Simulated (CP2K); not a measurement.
A self-consistent single point of CaGa₄ (P1, 5 atoms in the cell) with CP2K.

Computed with LDA (Pade form), GPW, DZVP-MOLOPT-SR-GTH basis, GTH-PADE potentials (GTH_POTENTIALS) (CP2K 2026.2).

```
CELL_PARAMETERS angstrom
      4.31309     0.00000     0.00000
      0.01124     4.31307     0.00000
     -2.13500    -2.12944     5.28535
ATOMIC_POSITIONS crystal
  Ca 0.99938 0.99873 0.99894
  Ga 0.38928 0.39440 0.76718
  Ga 0.61352 0.61293 0.23227
  Ga 0.75457 0.23899 0.50537
  Ga 0.24325 0.75496 0.49624
```

Reference input (self-consistent single point, DFT LDA (Pade form), GPW, DZVP-MOLOPT-SR-GTH basis, GTH-PADE potentials (GTH_POTENTIALS)): CUTOFF = 600 Ry; REL_CUTOFF = 50 Ry; SMEAR/METHOD = MARZARI_VANDERBILT; SIGMA = 0.05 eV; KPOINTS/SCHEME = MONKHORST-PACK 5 5 4; GAMMA_CENTERED = T; XC_FUNCTIONAL = PADE; Ca/BASIS_SET = DZVP-MOLOPT-SR-GTH; Ca/POTENTIAL = GTH-PADE-q10; Ga/BASIS_SET = DZVP-MOLOPT-SR-GTH; Ga/POTENTIAL = GTH-PADE-q13; METHOD = GPW. This run's input differs from it in these lines:

```diff
@@ -35,3 +35,3 @@
         METHOD MARZARI_VANDERBILT
-        SIGMA [eV] 0.05
+        SIGMA [eV] 0.3
       &END SMEAR
```

Output, abridged:

```
 SCF WAVEFUNCTION OPTIMIZATION

  Step     Update method      Time    Convergence         Total energy    Change
     1 NoMix/Diag. 0.20E+00      -     1.48024424      -335.5544207269 -3.36E+02
     2 Broy./Diag. 0.20E+00      -     0.02600898      -336.0852617128 -5.31E-01
     3 Broy./Diag. 0.20E+00      -     0.04474118      -335.3791523986  7.06E-01
     4 Broy./Diag. 0.20E+00      -     0.00502856      -334.9210177270  4.58E-01
     5 Broy./Diag. 0.20E+00      -     0.00224023      -334.9178682346  3.15E-03
     6 Broy./Diag. 0.20E+00      -     0.00158404      -334.9442899189 -2.64E-02
   [... 4 lines left out ...]
    11 Broy./Diag. 0.20E+00      -     0.00000787      -334.9474186173  4.72E-05
    12 Broy./Diag. 0.20E+00      -     0.00000348      -334.9474565757 -3.80E-05
    13 Broy./Diag. 0.20E+00      -     0.00000157      -334.9474752106 -1.86E-05
    14 Broy./Diag. 0.20E+00      -     0.00000018      -334.9474797896 -4.58E-06
  *** SCF run converged in    14 steps ***

  Overlap energy of the core charge distribution:               0.00000000134991
  Self energy of the core charge distribution:               -461.50766980735364
  Core Hamiltonian energy:                                    132.77224912793449
  Hartree energy:                                              38.65621232589306
  Exchange-correlation energy:                                -44.86806612917707
  Smearing free energy correction:                             -0.00020530842525
  Fermi energy:                                                 0.23693140686412

  Total energy:                                              -334.94747978963574

 ENERGY| Total FORCE_EVAL ( QS ) energy [hartree]           -334.947480019534225

 FORCES| Atomic forces [hartree/bohr]
   [... lines left out ...]

 STRESS| Analytical stress tensor [bar]
 STRESS|                        x                   y                   z
 STRESS|      x       -1.39843260108E+04   3.09265990284E+01  -2.22901750970E+01
 STRESS|      y        3.09265990284E+01  -2.30429511107E+04   3.57205102291E+03
 STRESS|      z       -2.22901750970E+01   3.57205102291E+03  -1.91891224496E+04
 STRESS| 1/3 Trace                                            -1.87387998570E+04
```

The run converged in 14 iterations. Against the reference run the free energy is nearly the same (within 1 meV/atom), the pressure stays at -1.87 GPa and the largest force goes from 0.203 to 0.214 eV/Å.

The starting cell comes from a database of computed structures (which also holds hypothetical and non-ambient phases and stackings), without a prior relaxation at this level. Its atoms were displaced at random from the sites of space group no. 12. Values carry the incompleteness of an atom-centred basis.

Cost on one core of a shared machine: roughly 2 min.
